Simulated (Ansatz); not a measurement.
The parent structure is Rh in the fcc (Cu type) structure (space group Fm-3m, No. 225; relaxed with 0.1 eV smearing).

```
Rh
1.0
    0.00000     1.89079     1.89079
    1.89079     0.00000     1.89079
    1.89079     1.89079     0.00000
Rh
1
Direct
  0.00000   0.00000   0.00000
```

Cartesian axes are those of the cell as printed.

Method: PBEsol (Ansatz, a first-principles code; PAW; 420 eV plane waves; spin-orbit coupling left out).

For the base:

Shortest interatomic distance: 2.674 Å

It is then changed as follows: tensor shear ε_xy = +0.29 % (engineering shear γ = 0.0058); the atoms relax in the strained cell.

### Question
Predict the new energy relative to the base, stress and shortest interatomic distance.

### Answer
The energy hardly moves; the stress (xx, yy, zz, yz, xz, xy; compression positive) is (0.0, 0.0, 0.0, 0.0, 0.0, -1.2) GPa; the shortest interatomic distance drops by 0.008 Å (2.674 Å → 2.666 Å).

Stability against distortions was not tested. All final runs are without spin polarisation.
